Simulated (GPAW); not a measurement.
**GPAW run on HgS (F-43m, 2 atoms in the cell): self-consistent single point**

Level of theory: PBE, GPAW PAW datasets PBE (gpaw-data 1.0.1) (plane waves; GPAW).

Input as run:

```python
from ase import Atoms
from ase.units import GPa
from gpaw import GPAW

atoms = Atoms(['Hg', 'S'],
              cell=[[0.000000, 3.024604, 3.024604],
                    [3.024604, 0.000000, 3.024604],
                    [3.024604, 3.024604, 0.000000]],
              scaled_positions=[[0.000000, 0.000000, 0.000000],
                                [0.250000, 0.250000, 0.250000]],
              pbc=True)

calc = GPAW(mode={'name': 'pw', 'ecut': 550},
            xc='PBE',
            kpts={'size': (12, 12, 12), 'gamma': True},
            occupations={'name': 'methfessel-paxton', 'width': 0.05, 'order': 1},
            nbands=-8,
            symmetry={'symmorphic': False, 'tolerance': 0.0005},
            maxiter=100)

atoms.calc = calc

energy = atoms.get_potential_energy()
print('Energy (eV):', round(energy, 6))
forces = atoms.get_forces()
print('Forces (eV/Ang):')
print(forces.round(5))
stress = atoms.get_stress()
print('Stress (GPa, Voigt):', (stress / GPa).round(4))
```

Output (repeated stretches shortened):

```
Input parameters:
  kpts: {gamma: True,
         size: (12, 12, 12)}
  maxiter: 100
  mode: {ecut: 550,
         name: pw}
  nbands: -8
  occupations: {name: methfessel-paxton,
                order: 1,
                width: 0.05}
  symmetry: {symmorphic: False,
             tolerance: 0.0005}
  xc: PBE

species:
  Hg:
    name: Mercury
    Z: 80.0
    valence: 18
    core: 62
    charge: 0.0
    file: Hg.PBE.gz

    # Using partial waves for Hg as LCAO basis

  S:
    name: Sulfur
    Z: 16.0
    valence: 6
    core: 10
    charge: 0.0
    file: S.PBE.gz

    # Using partial waves for S as LCAO basis

Reference energy: -544013.398625  # eV

Spin-paired calculation

Convergence criteria:
 Maximum [total energy] change in last 3 cyles: 0.0005 eV / valence electron
 Maximum integral of absolute [dens]ity change: 0.0001 electrons / valence electron
 Maximum integral of absolute [eigenst]ate change: 4e-08 eV^2 / valence electron
 Maximum number of scf [iter]ations: 100

Symmetries present (total): 24
Symmetries with fractional translations: 0
1728 k-points: 12 x 12 x 12 Monkhorst-Pack grid + [1/24,1/24,1/24]
72 k-points in the irreducible part of the Brillouin zone
       k-points in crystal coordinates                weights
   0:    -0.00000000   -0.00000000   -0.00000000          1/1728
   1:     0.08333333    0.08333333   -0.00000000          6/1728
   2:     0.08333333    0.08333333    0.08333333          8/1728
   [... 7 lines left out ...]
          ...
  71:     0.50000000    0.50000000    0.50000000          4/1728

Wave functions: Plane wave expansion
  Cutoff energy: 550.000 eV
  Number of coefficients (min, max): 1604, 1640
  Pulay-stress correction: 0.000000 eV/Ang^3 (de/decut=0.000000)

Occupation numbers: Methfessel-Paxton:
  width: 0.0500  # eV
  order: 1

Eigensolver

Densities:
  Coarse grid: 24*24*24 grid
  Fine grid: 48*48*48 grid
  Total Charge: 0.000000

Density mixing:
  Method: separate
  Backend: pulay
  Linear mixing parameter: 0.05
  old densities: 5
  Damping of long wavelength oscillations: 50

Hamiltonian:
  XC and Coulomb potentials evaluated on a 48*48*48 grid
  External potential:
    NoExternalPotential

XC parameters: PBE with 2 nearest neighbor stencil

Number of atoms: 2
Number of atomic orbitals: 16
Number of bands in calculation: 20
Number of valence electrons: 24
Bands to converge: occupied

Density initialized from atomic densities
  16 bands from LCAO basis set
  4 bands from random numbers

Atomic positions and initial magnetic moments

Positions:
   0 Hg     0.000000    0.000000    0.000000    ( 0.0000,  0.0000,  0.0000)
   1 S      1.512302    1.512302    1.512302    ( 0.0000,  0.0000,  0.0000)

Unit cell:
           periodic     x           y           z      points  spacing
  1. axis:    yes    0.000000    3.024604    3.024604    24     0.1455
  2. axis:    yes    3.024604    0.000000    3.024604    24     0.1455
  3. axis:    yes    3.024604    3.024604    0.000000    24     0.1455

  Lengths:   4.277436   4.277436   4.277436
  Angles:   60.000000  60.000000  60.000000

Effective grid spacing dv^(1/3) = 0.1588

     iter     time        total  log10-change:
                         energy   eigst   dens
iter:   1 --:--:--    -5.672619
iter:   2 --:--:--    -5.590739   -1.33  -1.25
iter:   3 --:--:--    -5.352666   -1.60  -1.29
iter:   4 --:--:--    -5.340083   -3.05  -1.68
iter:   5 --:--:--    -5.370286   -1.94  -1.71
iter:   6 --:--:--    -5.364641   -3.63  -2.44
iter:   7 --:--:--    -5.365089c  -4.58  -2.68
iter:   8 --:--:--    -5.365137c  -4.07  -2.65
iter:   9 --:--:--    -5.365141c  -5.28  -3.12
iter:  10 --:--:--    -5.365509c  -4.72  -3.10
iter:  11 --:--:--    -5.365662c  -4.33  -3.29
iter:  12 --:--:--    -5.365635c  -5.15  -3.51
iter:  13 --:--:--    -5.365636c  -6.48  -3.75
iter:  14 --:--:--    -5.365658c  -5.39  -3.60
iter:  15 --:--:--    -5.365659c  -7.01  -3.96
iter:  16 --:--:--    -5.365659c  -6.65  -3.96
iter:  17 --:--:--    -5.365664c  -6.36  -4.01c
iter:  18 --:--:--    -5.365662c  -7.08  -4.05c
iter:  19 --:--:--    -5.365660c  -7.24  -4.18c
iter:  20 --:--:--    -5.365660c  -6.94  -4.32c
iter:  21 --:--:--    -5.365660c  -7.40  -4.47c
iter:  22 --:--:--    -5.365660c  -8.26c -4.49c

Converged after 22 iterations.

Dipole moment: (-2.584922, -2.584922, -2.584922) |e|*Ang

Energy contributions relative to reference atoms: (reference = -544013.398625)

Kinetic:        +27.039268
Potential:      -22.774688
External:        +0.000000
XC:              -7.509838
Entropy (-ST):   +0.000061
Local:           -2.120444
SIC:             +0.000000
--------------------------
Free energy:     -5.365640
Extrapolated:    -5.365660

Showing only first 2 kpts
 Kpt  Band  Eigenvalues  Occupancy
  0    10      3.22213    0.82503
  0    11      3.22213    0.82503
  0    12      3.22213    0.82503
  0    13      9.37002    0.00000

  1    10      3.07298    2.00036
  1    11      3.07298    2.00036
  1    12      3.89291   -0.00000
  1    13      8.95708    0.00000

Fermi level: 3.21693

No gap
No difference between direct/indirect transitions
Energy (eV): -5.36566

Forces in eV/Ang:
  0 Hg   -0.00000    0.00000    0.00000
  1 S    -0.00000   -0.00000   -0.00000

Stress tensor:
     0.006451     0.000000     0.000000
     0.000000     0.006451     0.000000
     0.000000     0.000000     0.006451
Stress (GPa, Voigt): [1.0336 1.0336 1.0336 0.     0.     0.    ]
```

The run converged in 22 iterations. GPAW prints stress with tension positive.

The starting cell comes from a database of computed structures (which also holds hypothetical and non-ambient phases and stackings), without a prior relaxation at this level. Its lattice was rescaled by a random factor within 2.5 % of one. Spin-orbit coupling is off. The run gives no clean gap (levels at the Fermi energy touch, overlap or are partly filled at this smearing), which alone does not show that the compound is a metal.

Cost on one core of a shared machine: roughly 2 min.
